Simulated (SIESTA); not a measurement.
A self-consistent single point of Ni₃Si (Pm-3m, 4 atoms in the cell) with SIESTA.

Method: GGA PBEsol, numerical atomic orbitals DZP, PseudoDojo PBEsol standard norm-conserving potentials (rewritten from UPF to PSML) (SIESTA).

```
Ni3Si
1.0
    3.59670     0.00000     0.00000
    0.00000     3.59670     0.00000
    0.00000     0.00000     3.59670
Si Ni
1 3
Direct
  0.00000   0.00000   0.00000
  0.00000   0.50000   0.50000
  0.50000   0.00000   0.50000
  0.50000   0.50000   0.00000
```

Reference input (self-consistent single point, DFT, GGA PBE, numerical atomic orbitals DZP, PseudoDojo PBE standard norm-conserving potentials (rewritten from UPF to PSML)): XC.functional = GGA; XC.authors = PBE; potentials = PseudoDojo PBE standard; PAO.BasisSize = DZP; PAO.EnergyShift = 0.01 Ry; MeshCutoff = 400 Ry; kgrid.MonkhorstPack = 7 7 7; OccupationFunction = MP; OccupationMPOrder = 0; ElectronicTemperature = 272 meV; MaxSCFIterations = 150; SCF.Mixer.Method = Pulay. This run's input differs from it in these lines:

```diff
@@ -1,2 +1,2 @@
-# files in the folder: Si.psml Ni.psml (PseudoDojo PBE standard)
+# files in the folder: Si.psml Ni.psml (PseudoDojo PBEsol standard)
 SystemName  Ni3Si
@@ -25,3 +25,3 @@
 XC.functional                GGA
-XC.authors                   PBE
+XC.authors                   PBEsol
 PAO.BasisSize                DZP
```

The program printed (abridged):

```
        iscf     Eharris(eV)        E_KS(eV)     FreeEng(eV)     dDmax    Ef(eV) dHmax(eV)
   scf:    1   -13728.614454   -13776.123289   -13776.292170  1.338262 -1.275250 19.106960
   scf:    2   -13805.329897   -13792.885832   -13793.003778  0.355984 -2.586141 10.221456
   scf:    3   -13800.004447   -13798.971065   -13799.042373  0.325675 -4.014028  1.277914
   scf:    4   -13799.143500   -13799.099448   -13799.178532  0.042079 -3.970377  0.866906
   scf:    5   -13799.145727   -13799.135761   -13799.213672  0.030165 -4.089411  0.065751
   [... 2 lines left out ...]
   scf:    8   -13799.137302   -13799.137066   -13799.215148  0.001353 -4.080809  0.009120
   scf:    9   -13799.137102   -13799.137085   -13799.215151  0.000059 -4.081120  0.007682
   scf:   10   -13799.137276   -13799.137186   -13799.215156  0.000411 -4.082708  0.004647
   scf:   11   -13799.137138   -13799.137163   -13799.215158  0.000074 -4.082328  0.000855
SCF Convergence by DM+H criterion
max |DM_out - DM_in|         :     0.0000744307
max |H_out - H_in|      (eV) :     0.0008547257
SCF cycle converged after 11 iterations

Using DM_out to compute the final energy and forces

siesta: E_KS(eV) =           -13799.1372

siesta: E_KS - E_eggbox =    -13799.1372

siesta: Atomic forces (eV/Ang):
     1   -0.000000   -0.000000    0.000000
     2   -0.000000   -0.000000   -0.000000
     3   -0.000000    0.000000   -0.000000
     4   -0.000000   -0.000000   -0.000000
   Tot   -0.000000   -0.000000   -0.000000
   Max    0.000000
   Res    0.000000    sqrt( Sum f_i^2 / 3N )
   Max    0.000000    constrained

Stress tensor Voigt[x,y,z,yz,xz,xy] (kbar):      232.07      232.07      232.07       -0.00        0.00       -0.00
(Free)E + p*V (eV/cell)   -13805.9546
   [... lines left out ...]
siesta: FreeEng =    -13799.215158
   [... lines left out ...]
siesta:     0.144849   -0.000000    0.000000
siesta:    -0.000000    0.144849    0.000000
siesta:     0.000000   -0.000000    0.144849

siesta: Cell volume =         46.527697 Ang**3

siesta: Pressure (static):
siesta:                Solid            Molecule  Units
siesta:          -0.00157760         -0.00157760  Ry/Bohr**3
siesta:          -0.14484891         -0.14484891  eV/Ang**3
siesta:        -232.07353596       -232.07353596  kBar
```

The run converged in 11 iterations. Against the reference run the pressure goes from -15.81 to -23.21 GPa.

The starting cell has typed, rounded lattice constants, without a prior relaxation at this level. Its lattice was rescaled by a random factor within 2.5 % of one. Spin polarisation is off. Values carry the incompleteness of an atom-centred basis. With a pressure of about -23 GPa the cell is away from its equilibrium volume at this level.
